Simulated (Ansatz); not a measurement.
System: MoPt2 (Immm, No. 71). Method: PBEsol (plane waves, PAW; Ansatz, an electronic-structure program).

Numerical settings: plane-wave cutoff 520 eV, 24×24×24 k mesh, Fermi–Dirac smearing 0.05 eV, no spin polarisation, scalar-relativistic PAW data made under PBE.

Computed at the level's own relaxed cell.

Predict the volume per atom, bulk modulus and pressure derivative B′ of the bulk modulus.


volume per atom: 14.87 Å³/atom
bulk modulus: 305 GPa
pressure derivative B′ of the bulk modulus: 5.0

The run finds no gap.

Note: the relaxation could not lower the start's symmetry, so the cell can be a saddle point above a distorted one; the bulk modulus comes from volumes at which shape and atoms were relaxed.

Spin–orbit coupling is not included.

Computed values are for the static lattice.

Computing time: roughly 90 core-minutes.
